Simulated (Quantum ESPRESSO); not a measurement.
Quick settings and what they miss: H4IN (Imm2, 6 atoms in the cell)

Self-consistent single point.

```
H4IN
1.0
   -2.68354     3.68142     2.55970
    2.68354    -3.68142     2.55970
    2.68354     3.68142    -2.55970
H I N
4 1 1
Cartesian
 -1.83162   3.68142   1.89556
  1.83162   3.68142   1.89556
  0.00000   0.86072   0.53687
  0.00000   6.50212   0.53687
  0.00000   3.68142   0.05140
  0.00000   0.00000   5.07169
```

Method of the run: PBEsol, PseudoDojo standard norm-conserving (PBESOL) pseudopotentials (plane waves; Quantum ESPRESSO).

Base settings: ecutwfc = 85 Ry; occupations = fixed; potentials = {H: H.upf, I: I.upf, N: N.upf}; K_POINTS = automatic 5 5 5 0 0 0; nbnd = 12; conv_thr = 1e-10 Ry.

Tight run (finer mesh or higher cutoff; not a proven limit): ecutwfc: 85 Ry → 119 Ry; conv_thr: 1e-10 Ry → 7.3e-11 Ry; K_POINTS: automatic 5 5 5 0 0 0 → automatic 7 7 7 0 0 0. It gave top of the valence band (on the code's own zero) -0.40 eV; gap on the k-point mesh 3.58 eV; pressure -1.33 GPa; largest force (vector length) 0.223 eV/Å.

Quick runs, as changes from the base:
- A: the base itself
- B: ecutwfc: 85 Ry → 51 Ry; occupations: fixed → smearing; nbnd: 12 → default; conv_thr: 1e-10 Ry → 7.3e-06 Ry; K_POINTS: automatic 5 5 5 0 0 0 → automatic 1 1 1 0 0 0; smearing: default → cold; degauss: default → 0.036749 Ry
- C: ecutwfc: 85 Ry → 51 Ry; occupations: fixed → smearing; nbnd: 12 → default; conv_thr: 1e-10 Ry → 7.3e-06 Ry; K_POINTS: automatic 5 5 5 0 0 0 → automatic 3 3 3 1 1 1; smearing: default → gauss; degauss: default → 0.0147 Ry
- D: ecutwfc: 85 Ry → 68 Ry; occupations: fixed → smearing; nbnd: 12 → default; K_POINTS: automatic 5 5 5 0 0 0 → automatic 6 6 6 0 0 0; smearing: default → cold; degauss: default → 0.019992 Ry
- E: conv_thr: 1e-10 Ry → 7.3e-05 Ry; K_POINTS: automatic 5 5 5 0 0 0 → automatic 4 4 4 0 0 0; potentials: PseudoDojo standard norm-conserving (LDA) [LDA (PW92)]
- F: ecutwfc: 85 Ry → 42 Ry; occupations: fixed → smearing; nbnd: 12 → default; K_POINTS: automatic 5 5 5 0 0 0 → automatic 4 4 4 0 0 0; smearing: default → gauss; degauss: default → 0.0099958 Ry; potentials: PseudoDojo standard norm-conserving (LDA) [LDA (PW92)]

Dashes: gap of B, left out as unsure on this mesh or at this smearing; time of B, C, E, F, under 30 s; energy of E, F, another energy zero.

Gaps are read on each run's own mesh, which may miss the band edges.

† marks runs with another functional, U, potentials or spin treatment: their distance from the tight run is not a convergence error alone.

The count of work is k-points × plane waves × bands × iterations; it is no time. Core times come from one kind of shared machine and are given to one figure; runs under 30 s give none.

The starting cell comes from a database of computed structures (which also holds hypothetical and non-ambient phases and stackings), without a prior relaxation at this level. Its lattice was rescaled by a random factor within 2.5 % of one. Spin-orbit coupling is off.

| run | energy less tight (meV/atom) | pressure less tight (GPa) | largest miss in a force vector (eV/Å) | gap on the mesh less tight (eV) | count of work / tight | core time / tight (rough) |
|---|---|---|---|---|---|---|
| A | 0.2 | 0.00 | 0.000 | 0.000 | 0.26 | 0.2 |
| B | 500.7 | 4.56 | 0.866 | – | 0.0022 | – |
| C | 58.9 | -2.76 | 0.027 | 0.767 | 0.018 | – |
| D | 2.7 | -0.25 | 0.003 | 0.000 | 0.31 | 0.3 |
| E† | – | -0.40 | 0.089 | -0.194 | 0.071 | – |
| F† | – | -6.93 | 0.100 | -0.208 | 0.059 | – |

Among the runs at the tight run's level, the energy misses run from 0.2 to 500.7 meV/atom.
